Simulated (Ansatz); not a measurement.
The structure below was relaxed with PBEsol/PAW in Ansatz (an electronic-structure program), scalar-relativistic without spin-orbit coupling.

```xyz
1
Lattice="0.0000 1.9988 1.9988 1.9988 0.0000 1.9988 1.9988 1.9988 0.0000" Properties=species:S:1:pos:R:3 pbc="T T T"
W      0.0000     0.0000     0.0000
```

Task: Find the space group and the Wyckoff positions.

Result: Space group Fm-3m (No. 225); a = b = c = 3.998 Å, α = β = γ = 90.00°

```json
[
 {"atom": "W", "site": "4a", "symmetry": "m-3m", "x": "0.0000", "y": "0.0000", "z": "0.0000"}
]
```

Whether these cells are dynamically stable was not tested. All final runs are without spin polarisation. The cell was made from Rh by this change: Rh → W; the result is a model cell. This is not the structure that W has at room temperature and ambient pressure.
